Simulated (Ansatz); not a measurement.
System: NdPd (Cmcm, No. 63; cell taken from a computed entry). Method: LDA (Ansatz, a quantum-chemistry and plane-wave program, PAW).

Numerical settings: plane-wave cutoff 500 eV, 16×16×12 k mesh (along the axes of the cell as run), Fermi–Dirac smearing 0.1 eV, spin-polarised start, scalar-relativistic PAW data made under PBE.

Computed at the level's own relaxed cell.

Give the computed equilibrium volume per atom.


equilibrium volume per atom: 22.14 Å³/atom

The run finds no gap.

Note: the magnetic order was assumed, not searched for or taken from measurement; the relaxation could not lower the start's symmetry, so the cell can be a saddle point above a distorted one; the 4f shell is treated without U or exact exchange, so its levels and filling can be wrong.

Spin–orbit coupling is not included.

Static lattice: no zero-point or thermal effects.
